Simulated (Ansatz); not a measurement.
## SiO2, pressure series

The reference is SiO$_{2}$ (space group P3_121, No. 152; a = 4.949 Å, c = 5.442 Å).

Cell and atoms are relaxed at each pressure.

Method: PBEsol in Ansatz (plane waves to 420 eV, PAW, without spin-orbit coupling).

Candidates:
(a) pressure 9 GPa
(b) pressure 4.2 GPa
(c) pressure −1 GPa

For the base:

```
Quantity    Value
--------  -------
Band gap  5.72 eV
```

### Question
Order them by band gap, highest first.

### Answer
(a) pressure 9 GPa (6.23 eV), (b) pressure 4.2 GPa (5.99 eV), (c) pressure −1 GPa (5.64 eV)

Load acts through the strain it causes; cell and atoms are relaxed under it. Whether these cells are dynamically stable was not tested. Competing high-pressure phases were not computed.

Ansatz is a first-principles code.
